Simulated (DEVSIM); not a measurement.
Schottky contact on n-type InP

Device: Schottky contact on n-type InP, at 300 K.

```
layer (left to right)  material  thickness (μm)  Nd (cm⁻³)   τn (s)   τp (s)
---------------------  --------  --------------  ---------  -------  -------
1                           InP            2.20     6.2e16  5.5e-10  5.5e-10
```

Left contact: Schottky, work function 4.86 eV, emission velocity 2.4e6 cm/s. Right contact: ohmic. Voltage is applied to the left contact. Recombination: SRH at mid-gap, radiative, Auger. Mobility is μmin + (μ − μmin)/(1 + (N/Nref)^α).

Constants are typed, rounded textbook-type inputs, not results; the design itself was drawn at random and stands for no fabricated device. Values at 300 K.

```csv
parameter,InP
gap (eV),1.344
affinity (eV),4.38
permittivity,12.5
Nc (cm⁻³),5.7e17
Nv (cm⁻³),1.1e19
μn (cm²/Vs),5200
μp (cm²/Vs),170
"μn,min",400
"μp,min",10
"Nref,n",3e17
"Nref,p",4.9e17
αn,0.47
αp,0.62
B (cm³/s),1.2e-10
Cn (cm⁶/s),9e-31
Cp (cm⁶/s),9e-31
```

Simulated with DEVSIM: 1D drift-diffusion, Boltzmann statistics, complete ionisation; no tunnelling, impact ionisation, image-force lowering or self-heating. Metal contacts follow the ideal Schottky-Mott rule: no Fermi-level pinning, no interface dipoles.

| Item | Value |
|---|---|
| Potential step across the device at zero bias | 0.423 V |
| Largest field in the device at zero bias | 84000 V/cm |
| Dark forward voltage at 1 A/cm² | 0.162 V |
| Dark forward voltage at 100 A/cm² | 0.282 V |

Dark reverse current:

```csv
V (V),J (A/cm²)
-0.40,-0.0019
-1.00,-0.0019
-2.00,-0.0019
-3.00,-0.0019
-4.00,-0.0019
-6.00,-0.0019
```

Small-signal capacitance in reverse bias (quasi-static):

```tsv
V (V)	C (nF/cm²)
-0.4	83.0
-1	62.7
-2	47.9
-3	40.2
-4	35.4
-6	29.3
```
